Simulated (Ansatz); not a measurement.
**Several settings converged on Sr2CuBr2O2 (I4mm, 7 atoms in the cell)**

```xyz
7
Lattice="-2.0030 2.0030 9.4945 2.0030 -2.0030 9.4945 2.0030 2.0030 -9.4945" Properties=species:S:1:pos:R:3 pbc="T T T"
Sr     0.0000     0.0000    11.2518
Sr     0.0000     0.0000     7.7872
Cu     0.0000     0.0000     0.0000
Br     0.0000     0.0000    15.8009
Br     0.0000     0.0000     3.1881
O      2.0030     0.0000     0.0000
O      0.0000     2.0030     0.0000
```

Base method: PBEsol, default PAW files made with PBE (plane waves; Ansatz, a first-principles code).

Base settings: basis.ecutwfc = 420 eV; kpoints.mp_grid.grid = 4 4 4; hamiltonian.xc = pbesol; hamiltonian.pseudopotentials = {kind: paw} (the program's default PAW files); scf.occupations.method = gaussian; scf.occupations.width = 0.1 eV.

The count of work is k-points × plane waves × bands × iterations; it is no time. Core times come from one kind of shared machine, to one figure; runs under 30 s give none.

**The cutoff for other potential files**

Level: DFT, PBEsol, plane waves, harder PAW files (source: ansatz) made with PBE.

In this ladder: hamiltonian.pseudopotentials = {kind: paw, source: ansatz}.

The second cell is the first with its lattice scaled by 0.98.

The mesh stays at the base's, so the ladder's end is converged at best in this setting alone.

Only quantities that move along the ladder and can be compared are tabulated.

| basis.ecutwfc | free energy less the last step's (meV/atom) | energy of the compressed cell less the first (meV/atom) | pressure without the Pulay estimate (GPa) | largest difference of a force vector from the last step's (eV/Å) | count of work / last | core time / last (rough) |
|---|---|---|---|---|---|---|
| 420 eV | 866.59 | -15.03 | -36.54 | 0.059 | 0.099 | – |
| 510 eV | 180.05 | -18.45 | -11.57 | 0.010 | 0.13 | – |
| 650 eV | 16.89 | -18.47 | -4.92 | 0.001 | 0.21 | – |
| 790 eV | 1.24 | -18.51 | -4.06 | 0.000 | 0.28 | 0.3 |
| 930 eV | 0.34 | -18.50 | -3.98 | 0.000 | 0.35 | 0.3 |
| 1115 eV | 0.18 | -18.50 | -3.98 | 0.000 | 0.46 | 0.5 |
| 1395 eV | 0.09 | -18.50 | -3.97 | 0.000 | 0.65 | 0.6 |
| 1860 eV | 0.00 | -18.50 | -3.97 | 0.000 | 1.0 | 1 |

Coarsest basis.ecutwfc that holds the pressure without the Pulay estimate within 0.1 GPa of the last step, with all finer ones: 790 eV, at 0.28 of the last step's count of work and about 0.3 of the last step's time; the step before is off by 0.94 GPa.

Coarsest basis.ecutwfc that holds the energy of the compressed cell less the first within 2 meV/atom of the last step, with all finer ones: 510 eV, at 0.13 of the last step's count of work; the step before is off by 3.5 meV/atom.

Coarsest basis.ecutwfc that holds the forces within 0.005 eV/Å of the last step, with all finer ones: 650 eV, at 0.21 of the last step's count of work; the step before is off by 0.010 eV/Å.

The energy difference between the two cells stays within 1 meV/atom of the last step's from 510 eV on, the total only from 930 eV on: much of the error is common to both cells and cancels.

At the lowest cutoff the pressure without the Pulay estimate lies 32.6 GPa under the last step's, the usual sign of Pulay stress in an incomplete plane-wave basis.

**The density cutoff**

The mesh stays at the base's, so the ladder's end is converged at best in this setting alone.

Only quantities that move along the ladder and can be compared are tabulated.

| basis.ecutrho_ratio | free energy less the last step's (meV/atom) | pressure (GPa) |
|---|---|---|
| 2 | -3.99 | -3.70 |
| 3 | 0.00 | -3.97 |
| 4 | 0.00 | -3.96 |
| 5 | 0.00 | -3.96 |
| 6 | 0.00 | -3.96 |
| 8 | 0.00 | -3.96 |
| 10 | 0.00 | -3.96 |
| 12 | 0.00 | -3.96 |
| 16 | 0.00 | -3.96 |

Coarsest basis.ecutrho_ratio that holds the free energy within 2 meV/atom of the last step, with all finer ones: 3; the step before is off by 4.0 meV/atom.

Coarsest basis.ecutrho_ratio that holds the pressure within 0.05 GPa of the last step, with all finer ones: 3; the step before is off by 0.27 GPa.

**The relaxed cell against the cutoff**

On Sr2CuBr2O2 (I4/mmm, 7 atoms in the cell): atoms on their sites.

In this ladder: relax = cell and atoms.

The mesh stays at the base's, so the ladder's end is converged at best in this setting alone.

Only quantities that move along the ladder and can be compared are tabulated.

```csv
basis.ecutwfc,relaxed volume (Å³/atom),relaxation steps,core time / last (rough)
295 eV,19.514,64,2
355 eV,19.522,19,0.7
420 eV,19.506,11,0.5
505 eV,19.478,9,0.5
630 eV,19.473,9,0.7
840 eV,19.472,9,1
```

Coarsest basis.ecutwfc that holds the relaxed volume within 0.019 Å³/atom of the last step, with all finer ones: 505 eV; the step before is off by 0.034 Å³/atom.

At the lowest cutoff the cell relaxes to a volume 0.2 % larger than at the highest. Ansatz relaxes on a stress corrected for the finite basis.

On the base run: the starting cell comes from a database of computed structures (which also holds hypothetical and non-ambient phases and stackings), without a prior relaxation at this level. Its lattice was rescaled by up to half a per cent. One atom was moved a little off its site on purpose. Spin polarisation is off; with an odd number of electrons in the cell that forces a metal, and a magnetic state may lie lower. Without a gap this mesh is coarse (it stands for a supercell whose shortest vector is 16 Å).

Left out of this page: 1 run of the series failed or unconverged; 1 run of the series stopped by limits of time or memory.

Keys are those of Ansatz 0.2.
